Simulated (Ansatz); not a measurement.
Take GaN in the wurtzite structure (space group P6_3mc, No. 186; a = 3.218 Å, c = 5.243 Å) as the base.

(Cell as relaxed with PBE.)

Levels (all Ansatz, a program for electronic structure, PAW): PBE (420 eV, spin-orbit coupling left out); r2SCAN (500 eV, scalar-relativistic without spin-orbit coupling).

Each level relaxes its own structure.

```
base                      PBE    r2SCAN
-------------------  --------  --------
volume per atom      11.76 Å³  11.37 Å³
lattice parameter a   3.218 Å   3.183 Å
band gap              1.71 eV   2.35 eV
```

One thing is altered: Al replaces 16.7 % of the Ga, ordered in a cell of 12 atoms (starting symmetry P31m) and fully relaxed.

```tsv
quantity	PBE	r2SCAN
band gap	2.09 eV	2.75 eV
shift of the gap caused by the change	+0.38 eV	+0.40 eV
shortest interatomic distance	1.905 Å	1.889 Å
```

PBE's band gap lies 0.667 eV below r2SCAN's; PBE's shift of the gap caused by the change lies 0.026 eV below r2SCAN's; PBE's shortest interatomic distance lies 0.016 Å above r2SCAN's (0.9 %). Neither level is exact; r2SCAN is the comparison here, not a measurement.

Each cell is one ordered arrangement of few atoms, which overstates ordering effects compared with a random alloy. No phonon test of stability was made.
